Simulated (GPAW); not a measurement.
A self-consistent single point of CaCd3 (P6_3/mmc, 8 atoms in the cell) with GPAW.

Method: PBEsol, GPAW PAW datasets PBEsol (made by gpaw-setup) (plane waves; GPAW).

```
CELL_PARAMETERS angstrom
      6.70323     0.00000     0.00000
     -3.35161     5.80517     0.00000
      0.00000     0.00000     4.99886
ATOMIC_POSITIONS crystal
  Ca 0.66667 0.33333 0.25000
  Ca 0.33333 0.66667 0.75000
  Cd 0.31481 0.15740 0.75000
  Cd 0.68519 0.84259 0.25000
  Cd 0.15740 0.31481 0.25000
  Cd 0.84259 0.68519 0.75000
  Cd 0.84259 0.15740 0.75000
  Cd 0.15740 0.84259 0.25000
```

Reference input (self-consistent single point, DFT PBEsol, plane waves, GPAW PAW datasets PBEsol (made by gpaw-setup)): mode = pw; ecut = 550 eV; xc = PBEsol; kpts = 4 4 5; mesh shift (steps) = 0 0 0; occupations.name = methfessel-paxton; occupations.width = 0.1 eV; occupations.order = 1; nbands = -12; convergence.density = 1e-05 e/electron; convergence.energy = 1e-05 eV/electron; symmetry.symmorphic = false. This run's input differs from it in these lines:

```diff
@@ -20,3 +20,3 @@
             xc='PBEsol',
-            kpts={'size': (4, 4, 5), 'gamma': True},
+            kpts={'size': (3, 3, 4), 'gamma': True},
             occupations={'name': 'methfessel-paxton', 'width': 0.1, 'order': 1},
```

Output, abridged:

```
     iter     time        total  log10-change:
                         energy   eigst   dens
iter:   1 --:--:--   -15.217775
iter:   2 --:--:--   -15.778349   -0.59  -1.45
iter:   3 --:--:--   -15.798771   -1.36  -1.47
iter:   4 --:--:--   -15.205213   -2.14  -1.48
iter:   5 --:--:--   -15.658198   -1.27  -1.60
   [... 3 lines left out ...]
iter:   9 --:--:--   -14.965611   -2.94  -2.52
iter:  10 --:--:--   -14.947674   -3.03  -2.53
iter:  11 --:--:--   -14.941800   -3.72  -2.78
iter:  12 --:--:--   -14.941868   -4.83  -3.35
iter:  13 --:--:--   -14.941296c  -5.24  -3.40
iter:  14 --:--:--   -14.941339c  -5.69  -3.47
iter:  15 --:--:--   -14.941337c  -6.46  -3.73
iter:  16 --:--:--   -14.941261c  -5.60  -3.71
iter:  17 --:--:--   -14.941261c  -6.50  -3.84
iter:  18 --:--:--   -14.941259c  -6.36  -3.85
iter:  19 --:--:--   -14.941302c  -6.12  -3.92
iter:  20 --:--:--   -14.941280c  -7.09  -3.94
iter:  21 --:--:--   -14.941257c  -5.93  -4.04
iter:  22 --:--:--   -14.941259c  -7.01  -4.18
iter:  23 --:--:--   -14.941258c  -7.88c -4.31
iter:  24 --:--:--   -14.941257c  -7.46c -4.34
iter:  25 --:--:--   -14.941252c  -6.89  -4.39
iter:  26 --:--:--   -14.941252c  -7.45c -4.71
iter:  27 --:--:--   -14.941252c  -8.80c -5.00c
Converged after 27 iterations.

Dipole moment: (-0.000000, -0.000000, 0.000000) |e|*Ang

Energy contributions relative to reference atoms: (reference = -949588.967256)

Kinetic:        +16.061258
Potential:       -4.072153
External:        +0.000000
XC:             -26.543852
Entropy (-ST):   -0.006140
Local:           -0.382412
SIC:             +0.000000
--------------------------
Free energy:    -14.943298
Extrapolated:   -14.941252

Showing only first 2 kpts
 Kpt  Band  Eigenvalues  Occupancy
  0    44      4.26506    2.00000
  0    45      5.31087    2.00000
  0    46      7.18891   -0.00000
  0    47      8.07670   -0.00000

  1    44      4.59674    2.00000
  1    45      5.42740    2.00000
  1    46      6.38473   -0.05973
  1    47      6.38478   -0.05970

Fermi level: 6.23987

No gap
   [... lines left out ...]
  2 Cd    0.02930    0.01692   -0.00000
  3 Cd   -0.02930   -0.01692   -0.00000
  4 Cd    0.00000    0.03383    0.00000
  5 Cd    0.00000   -0.03383    0.00000
  6 Cd   -0.02930    0.01692    0.00000
  7 Cd    0.02930   -0.01692   -0.00000

Stress tensor:
     0.011539    -0.000000     0.000000
    -0.000000     0.011539     0.000000
     0.000000     0.000000     0.013481
Stress (GPa, Voigt): [ 1.8488  1.8488  2.1598  0.      0.     -0.    ]
```

The run converged in 27 iterations. GPAW prints stress with tension positive. Against the reference run the free energy rises by 14.0 meV/atom, the pressure stays near -1.95 GPa while the zz stress (positive for compression) goes from -1.77 to -2.16 GPa and the largest force goes from 0.061 to 0.034 eV/Å.

The starting cell comes from a database of computed structures (which also holds hypothetical and non-ambient phases and stackings), without a prior relaxation at this level.

Cost on one core of a shared machine: roughly 90 s.
